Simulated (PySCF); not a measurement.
PySCF 2.14.0, WB97X/def2-svp: C/N=C/[Si](C)(C)C, 20 atoms. The geometry is a generated start, not checked to be a minimum at this level.

- task: energy and gradient
- method: wb97x
- basis: def2-svp
- mol.max_memory: 7000 MB
- mf.init_guess: minao (default)
- mf.DIIS: CDIIS (default)
- mf.diis_space: 8 (default)
- mf.conv_tol: 1e-09 (default)
- mf.grids.level: 3 (default)
- basis functions (reference run): 167
- grid points (reference run): 231176

```xyz
20

C      3.2830    -0.2506     0.4357
N      1.9774     0.0248    -0.1575
C      0.9727    -0.2655     0.5858
Si    -0.7705     0.0537    -0.0900
C     -0.9915     1.8787    -0.4699
C     -1.0503    -0.9474    -1.6531
C     -2.0414    -0.4591     1.1978
H      3.2318    -0.6724     1.4456
H      3.8280    -0.9572    -0.1977
H      3.8619     0.6766     0.4863
H      1.0383    -0.6918     1.6007
H     -0.8395     2.4813     0.4304
H     -1.9994     2.0747    -0.8476
H     -0.2725     2.2056    -1.2269
H     -0.9329    -2.0164    -1.4527
H     -0.3321    -0.6629    -2.4278
H     -2.0587    -0.7802    -2.0429
H     -1.9071     0.1137     2.1202
H     -3.0560    -0.2833     0.8284
H     -1.9411    -1.5223     1.4352
```

The reference run uses exact four-centre integrals. One run each, on a shared machine, so no times are given.

Settings tried, all else as in the reference:
- density fitting
- density fitting of J alone, exact K
- density fitting, auxbasis = autoaux
- density fitting, auxbasis = def2-universal-jfit

Question: Which of these stay within 1.0 meV/atom in energy, 10 meV/Å in forces (largest component) of the reference run?

Answer: Within it: density fitting; density fitting of J alone, exact K; density fitting, auxbasis = autoaux. Outside: density fitting, auxbasis = def2-universal-jfit.

```csv
setting,energy against the reference,difference in forces (largest component)
density fitting,−0.17 meV/atom,0.83 meV/Å
"density fitting of J alone, exact K",−0.23 meV/atom,0.88 meV/Å
"density fitting, auxbasis = autoaux",−0.059 meV/atom,2.6 meV/Å
"density fitting, auxbasis = def2-universal-jfit",+340 meV/atom,350 meV/Å
```

Total energies are compared; such shifts often cancel in part in energy differences. def2-universal-jfit is made for Coulomb alone and misses functions that exchange needs. Also tried and not ranked: density fitting, auxbasis = def2-universal-jkfit (same energy as a listed run); COSX exchange (sgx_fit, pjs) with fitted J, mf.with_df.grids_level_i = 1, mf.with_df.grids_level_f = 1 (gradient came out as NaN); COSX exchange (sgx_fit, pjs) with fitted J, mf.with_df.grids_level_i = 1, mf.with_df.grids_level_f = 2 (default) (gradient came out as NaN); COSX exchange (sgx_fit, pjs) with fitted J, mf.with_df.grids_level_i = 1, mf.with_df.grids_level_f = 3 (gradient came out as NaN); COSX exchange (sgx_fit, pjs) with fitted J, mf.with_df.grids_level_i = 1, mf.with_df.grids_level_f = 4 (gradient came out as NaN). The tolerance is a choice made for this comparison.
